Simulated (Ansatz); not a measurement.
Effective masses and thermopower of ZnSe (F-43m)

Input:

```xyz
2
Lattice="0.0000 2.8166 2.8166 2.8166 0.0000 2.8166 2.8166 2.8166 0.0000" Properties=species:S:1:pos:R:3 pbc="T T T"
Zn     0.0000     0.0000     0.0000
Se     4.2249     4.2249     4.2249
```

Computed with HSE06, rigid bands (plane waves, PAW, scalar-relativistic; Ansatz, a quantum-chemistry and plane-wave program). Cell: cell and atoms relaxed with PBEsol.

```
Item                                                Value
--------------------------------------------  -----------
band gap                                          2.50 eV
electron conductivity mass (300 K, dilute)       0.143 mₑ
effective density of states N_c (300 K)       1.3e18 cm⁻³
density-of-states mass, electrons                0.142 mₑ
Seebeck coefficient, n-type 1e19 cm⁻³, 300 K     -86 μV/K
```

Rigid bands; masses and Seebeck coefficients take one relaxation time τ for all states and one kind of carrier; polarons and phonon drag are left out. Spin-orbit coupling is left out. Geometry: cell and atoms relaxed with PBEsol.
